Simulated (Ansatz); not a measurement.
A periodic model of amorphous W16Si32:

```xyz
48
Lattice="8.8039 0.2083 0.4440 0.2083 8.9790 0.0466 0.4440 0.0466 9.0976" Properties=species:S:1:pos:R:3 pbc="T T T"
W      5.9965     4.7659     1.0278
W      5.7435     7.4823     2.8595
W      2.8367     5.4138     7.4647
W      8.1548     2.8357     8.5796
W      8.8330     8.3444     3.0037
W      7.9222     9.1099     7.5159
W      9.1644     6.3889     6.2247
W      1.8187     3.7094     2.3489
W      4.7324     4.3662     5.6357
W      1.6928     1.0147     7.6086
W      2.5117     2.3170     4.8907
W      4.5045     0.7658     8.3644
W      4.7875     2.8882     3.1271
W      5.2130     0.4955     5.4726
W      4.0342     6.9750     0.4591
W      1.5194     6.1947     1.0603
Si     2.3089     4.8509     4.6932
Si     6.0197     2.4065     7.1904
Si     6.4883     0.8787     3.0930
Si     2.1286     7.2406     3.8462
Si     8.8655     5.5291     3.7978
Si     3.8459     0.4511     3.2474
Si     7.9578     5.2984     8.1641
Si     4.6057     6.9331     5.2318
Si     0.5581     8.6556     5.0188
Si     8.2211     0.7455     0.7838
Si     6.3754     4.9973     3.5235
Si     3.4609     4.4062     0.5169
Si     5.4511     5.3631     7.8683
Si     5.6201     2.1755     0.8149
Si     8.6846     2.1554     6.0710
Si     6.6649     2.6549     4.8251
Si     3.5203     2.8122     7.2510
Si     6.0842     8.5978     0.6307
Si     0.9952     3.8071     6.5005
Si     7.7585     6.4969     1.4537
Si     5.9164     7.6957     7.4429
Si     6.9178     5.5315     5.8884
Si     7.2392     7.8568     5.0010
Si     3.1740     1.8880     1.3493
Si     1.1988     1.3003     2.9203
Si     1.6536     3.4841     8.8744
Si     3.8929     5.5359     2.7107
Si     0.7514     7.1992     8.0572
Si     8.2552     3.6962     1.8328
Si     2.9427     8.8899     5.5042
Si     3.0864     7.8503     7.6335
Si     2.0947     8.7837     0.8357
```

These are PBE, scalar-relativistic without spin-orbit coupling (plane waves to 420 eV, PAW; Ansatz, a first-principles code) values and carry that method's errors.

The cell was made by melting and quenching with the CHGNet potential and then relaxed with DFT. The hot cell started wider than the set density and was brought back towards it in steps. It is the lowest in DFT energy of 2 quenches. It is a model cell: composition and starting density were chosen by hand, and all elements were melted together. No dispersion term was used. Its density started from a set value of 8.82 and ended at 8.89 g/cm³. The simulated quench (nominally 160 K/ps over its main leg) is rapid and tends to freeze in more defects than a deposited or slowly cooled glass has. A cell of this size samples the disorder only roughly. Volume and shape were free in the relaxation. Stress components on the final sampling reach 0.7 GPa. On a 2×2×2 Γ-centred mesh force components of up to 0.39 eV/Å stay, since the relaxation ran on one k-point at (1/4, 1/4, 1/4).

Neighbours within W-W 3.54 Å, W-Si 3.12 Å, Si-Si 2.70 Å count as bonded.

Task: Give the coordination numbers, mean bond lengths and angles.

Result: 
```
Item                                                                                  Value
-----------------------  ------------------------------------------------------------------
Mean coordination of W                              11.88 (5 with 11, 8 with 12, 3 with 13)
Mean coordination of Si  7.06 (1 with 4, 3 with 5, 6 with 6, 11 with 7, 5 with 8, 6 with 9)
Mean W-Si bond                                        2.643 Å (spread 0.128 Å, 128 counted)
Mean Si-Si bond                                        2.531 Å (spread 0.091 Å, 49 counted)
Mean W-W bond                                          3.061 Å (spread 0.173 Å, 31 counted)
Bond angle at W                                                    mean 96.5°, spread 33.9°
Bond angle at Si                                                   mean 98.4°, spread 32.3°
```
